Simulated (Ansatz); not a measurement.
**GaAs (model structure, started from the NiAs type, P6₃/mmc, No. 194, 4 atoms in the cell): equilibrium volume per atom by level of theory**

No measured value is used here.

| level (code) | value (Å³/atom) |
|---|---|
| PBE (Ansatz) | 19.81 |
| PBEsol (Ansatz) | 18.84 |
| PBE-D3(BJ) (Ansatz) | … |

Task: Complete the blanks.

Result: 
- PBE-D3(BJ) (Ansatz, a program for electronic structure), value (Å³/atom): 18.96

Ansatz's density-functional and Hartree–Fock values are scalar-relativistic unless marked +SOC, with PAW data made under PBE.

A model structure was made by putting elements into a prototype or built by hand; it is no filed structure, need not be a known phase, and can be a saddle point held by its symmetry.
